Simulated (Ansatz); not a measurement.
The starting structures come from a database of crystals and need not be the phases stable at ambient conditions.

Input:

```
CELL_PARAMETERS angstrom
      3.08352     0.00000     0.00000
      0.00000     8.05093     0.00000
      0.00000    -4.02546     6.97231
ATOMIC_POSITIONS crystal
  Ge 0.25000 0.23548 0.82915
  Ge 0.75000 0.76452 0.17085
  Ge 0.75000 0.82915 0.59367
  Ge 0.25000 0.17085 0.40633
  Ge 0.25000 0.59367 0.76452
  Ge 0.75000 0.40633 0.23548
  N  0.25000 0.33333 0.66667
  N  0.75000 0.66667 0.33333
  N  0.25000 0.97272 0.66963
  N  0.75000 0.02728 0.33037
  N  0.75000 0.66963 0.69691
  N  0.25000 0.33037 0.30309
  N  0.25000 0.69691 0.02728
  N  0.75000 0.30309 0.97272
```

Space group of this cell: P6_3/m. The cell is taken as given; by PBEsol its mean pressure is 0.5 GPa.

Transport runs along the normal of the first two printed cell vectors, the (100) plane of the conventional cell.

The gap is the functional's own. No spin-orbit coupling. Mid-gap values are interpolated on the energy grid.

State the band gap and the smallest decay constant κ at mid-gap according to PBEsol run with Ansatz (a first-principles code).

Gap 2.12 eV on a 10×6×6 mesh; κ = 0.208 1/Å, at the zone centre.
